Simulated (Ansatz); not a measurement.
PdTe (model structure, started from the CsCl type, Pm-3m, No. 221, 2 atoms in the cell): properties by level of theory

```json
[
 {"level (code)": "LDA (Ansatz)", "lattice constant a (Å)": "3.366", "cohesive energy (eV/atom)": "4.29"},
 {"level (code)": "PBE (Ansatz)", "lattice constant a (Å)": "3.448", "cohesive energy (eV/atom)": "3.17"},
 {"level (code)": "PBE-D3(BJ) (Ansatz)", "lattice constant a (Å)": "3.398", "cohesive energy (eV/atom)": "3.78"},
 {"level (code)": "r²SCAN+rVV10 (Ansatz)", "lattice constant a (Å)": "3.422", "cohesive energy (eV/atom)": "3.54"}
]
```

Caveats: a distance lies near a switch of the dispersion term, which can move the cell (PBE-D3(BJ)). Ansatz's density-functional and Hartree–Fock values are scalar-relativistic unless marked +SOC, with PAW data made under PBE.

Free atoms are spin-polarised, in the lowest state found; at levels without +SOC their spin–orbit coupling is left out.

A model structure was made by putting elements into a prototype or built by hand; it is no filed structure, need not be a known phase, and can be a saddle point held by its symmetry.

Ansatz is an electronic-structure program.
